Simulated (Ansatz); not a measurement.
## SrHfO3 (space group Imma, No. 74; a cell from a computed database, its experimental status unchecked)

Space group Imma (No. 74); a = 5.7679 Å, b = 8.0987 Å, c = 5.7855 Å, α = β = γ = 90.00°

```
atom  site  symmetry       x       y       z
----  ----  --------  ------  ------  ------
Sr      4e       mm2  0.0000  0.2500  0.5103
Hf      4a     2/m..  0.0000  0.0000  0.0000
O       8g       .2.  0.2500  0.5443  0.2500
O       4e       mm2  0.0000  0.2500  0.0808
```
(The calculation used a cell of 10 atoms; values per cell refer to that cell.)

The values are results of Ansatz (a quantum-chemistry and plane-wave program), PBEsol, PAW, cutoff 420 eV, scalar-relativistic without spin-orbit coupling, not measurements. k-mesh 8×8×8 (Γ-centred); smearing 0.05 eV (Fermi–Dirac).

| Item | Result |
|---|---|
| Volume per atom | 13.51 Å³ |
| Density | 7.72 g/cm³ |
| Band gap | 4.00 eV, direct at Γ |
| Electron mass | 0.39 mₑ along a, 1.9 mₑ along b, 0.46 mₑ along c |
| Hole mass | 0.37 mₑ along a, 1.5 mₑ along b, 0.70 mₑ along c |
| Total energy | -4156.439 eV/atom (σ→0; compares only within this code and set-up) |

With Hf present, leaving out spin-orbit coupling can change the band edges. Masses are band curvatures over ±0.01 Å⁻¹ around the edge. Whether these cells are dynamically stable was not tested.
